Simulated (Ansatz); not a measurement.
**Effect of 4 layers on Ag**

The reference is Ag in the fcc (Cu type) structure (space group Fm-3m, No. 225; a = 4.054 Å). Axes: x, y, z lie along the cube axes.

Modification: a free-standing slab of 4 layers (4 atoms, 1 a layer) is cut normal to [111], with 15 Å of vacuum and the in-plane cell held at bulk.

The values are results of plane-wave PAW DFT at the PBEsol level (Ansatz, a program for electronic structure, 420 eV), scalar-relativistic without spin-orbit coupling, not measurements. Settings: 19×19×1 k-points, 0.05 eV Fermi–Dirac smearing, for the changed cell.

The layer's space group (with vacuum) amounts to P-3m1 (No. 164) and the band gap remains zero. The excess energy per area of both faces (slab less bulk energy over the cell's area: twice a surface energy) is 2.1 J/m² (uncertain by up to 0.09 J/m²) and the thickness between the outermost nuclei comes out as 6.99 Å. The change of the spacing d12 from its bulk value of 2.341 Å amounts to -0.5 % and the change of the spacing d23 from its bulk value of 2.341 Å is -0.4 %.

Final structure:

```xyz
4
Lattice="2.8668 0.0000 0.0000 1.4334 2.4828 0.0000 0.0000 0.0000 22.0223" Properties=species:S:1:pos:R:3 pbc="T T T"
Ag     0.7167    -0.4138     7.5152
Ag     2.1501    -1.2414     9.8449
Ag     3.5836    -2.0690    12.1774
Ag     5.0170    -2.8966    14.5071
```

Slab and bulk use different k-meshes, which limits the precision of the excess energy. No phonon test of stability was made.
